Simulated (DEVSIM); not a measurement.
# abrupt GaP n-p junction

Structure: abrupt GaP n-p junction, at 300 K.

```csv
layer (left to right),material,thickness (μm),Nd (cm⁻³),Na (cm⁻³),τn (s),τp (s)
1,GaP,0.0240,2.5e16,-,2.1e-7,2.1e-7
2,GaP,0.890,-,3.6e17,2.1e-7,2.1e-7
```

Left contact: ohmic. Right contact: ohmic. Voltage is applied to the left contact. Recombination: SRH at mid-gap, radiative, Auger. Mobility is constant in doping.

This is a model device: material constants are rounded textbook-type values typed into the input, and sizes, dopings and lifetimes were drawn at random. Values at 300 K.

```
parameter         GaP
-------------  ------
gap (eV)         2.26
affinity (eV)     3.8
permittivity     11.1
Nc (cm⁻³)      1.8e19
Nv (cm⁻³)      1.9e19
μn (cm²/Vs)       250
μp (cm²/Vs)       150
B (cm³/s)       1e-13
Cn (cm⁶/s)      1e-30
Cp (cm⁶/s)      1e-30
```

Model (solved in DEVSIM): 1D drift-diffusion, Boltzmann statistics, complete ionisation; no tunnelling, impact ionisation, image-force lowering or self-heating.

```json
{
  "potential_step_across_the_device_at_zero_bias": "1.987 V",
  "largest_field_in_the_device_at_zero_bias": "360000 V/cm",
  "Dark forward voltage at 1 A/cm²": "1.635 V",
  "Dark forward voltage at 100 A/cm²": "1.767 V"
}
```

Dark forward current:

(V (V), J (A/cm²)): (-0.70, -1.7e-13); (-0.75, -4.5e-13); (-0.85, -3.5e-12); (-0.90, -1.0e-11); (-0.95, -3.2e-11); (-1.00, -1.2e-10); (-1.10, -2.7e-9); (-1.15, -1.6e-8); (-1.20, -9.8e-8); (-1.25, -6.3e-7); (-1.35, -2.7e-5); (-1.40, -0.00017); (-1.45, -0.0011); (-1.50, -0.0071); (-1.60, -0.28); (-1.65, -1.7); (-1.70, -10); (-1.75, -58); (-1.85, -1100); (-1.90, -3000)
